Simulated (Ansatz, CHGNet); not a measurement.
## Fluorite AuAl2: properties by level of theory

```
level (code)           equilibrium lattice constant a (Å)  formation enthalpy (eV/atom)
---------------------  ----------------------------------  ----------------------------
CHGNet 0.3.0                                        6.056                        -0.470
PBE (Ansatz)                                        6.061                        -0.434
r²SCAN-D4 (Ansatz)                                  5.992                        -0.466
r²SCAN+rVV10 (Ansatz)                               5.996                        -0.457
r²SCAN0 (Ansatz)                                    5.984                        -0.525
```

Ansatz's density-functional and Hartree–Fock values are scalar-relativistic unless marked +SOC, with PAW data made under PBE.

Ansatz is a quantum-chemistry and plane-wave program.
